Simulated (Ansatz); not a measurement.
Data:

```yaml
crystal:
  lattice:
    - [0.00000, 2.24895, 2.23771]
    - [2.24895, 0.00000, 2.23771]
    - [2.24895, 2.24895, 0.00000]
  atoms:
    - { symbol: Ga, position: [0.00000, 0.00000, 0.00000] }
    - { symbol: N, position: [0.25000, 0.25000, 0.25000] }
```

No spin polarisation.

All numbers come from r2SCAN, PAW, 500 eV (Ansatz, an electronic-structure program; without spin-orbit coupling). Γ-centred 13×13×13 mesh, Fermi–Dirac width 0.05 eV.

Problem. Predict the stress (xx, yy, zz, yz, xz, xy; compression positive).

Solution. (0.78, 0.78, 1.43, 0.00, 0.00, 0.00) GPa.

Problem. Predict the band gap.

Solution. 2.19 eV.

The cells carry an imposed strain or load. Stability against distortions was not tested. The cell was made from GaN in the zinc blende structure (space group F-43m, No. 216) by this change: uniaxial strain ε_zz = −0.50 %. This is not the structure that GaN has at room temperature and ambient pressure.
